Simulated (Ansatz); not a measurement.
We consider cubic perovskite BaHfO3, described by rVV10 in Ansatz (PAW).

Run with plane-wave cutoff 520 eV, 8×8×8 k mesh, Fermi–Dirac smearing 0.01 eV, scalar-relativistic PAW data made under PBE.

Pressure at four volumes; x = ln(V/14.999 Å³). One pressure is withheld.

```json
[
 {"V (Å³/atom)": "14.099", "x": "-0.0619", "P (GPa)": "11.30"},
 {"V (Å³/atom)": "14.999", "x": "0.0000", "P (GPa)": "0.00"},
 {"V (Å³/atom)": "15.599", "x": "0.0392", "P (GPa)": "-5.73"},
 {"V (Å³/atom)": "15.899", "x": "0.0583", "P (GPa)": "?"}
]
```

**Question.** Pass a parabola P(x) through the three rows shown, estimate the bulk modulus and its pressure derivative near zero pressure, and predict the withheld pressure.

**Answer.** Slopes between the rows: (0.00 − (11.30))/(0.0000 − (-0.0619)) = -182.55 and (-5.73 − (0.00))/(0.0392 − (0.0000)) = -146.17 GPa. Their difference over the span 0.1011 is c = 36.38/0.1011 = 359.8 GPa, so P(x) = 11.30 + (-182.55)(x − (-0.0619)) + 359.8 (x − (-0.0619))(x − (0.0000)). At the middle row B = −dP/dx = −[-182.55 + 359.8 × 0.0619] = 160.3 GPa, and B′ = dB/dP = 2c/B = 4.5. At x = 0.0583 the parabola gives -8.12 GPa; the run gives -8.17 GPa. The Birch–Murnaghan fit to the energies at all volumes has B0 = 159 GPa and B′ = 4.4.

Spin–orbit coupling is not included.

Ansatz is a quantum-chemistry and plane-wave program.
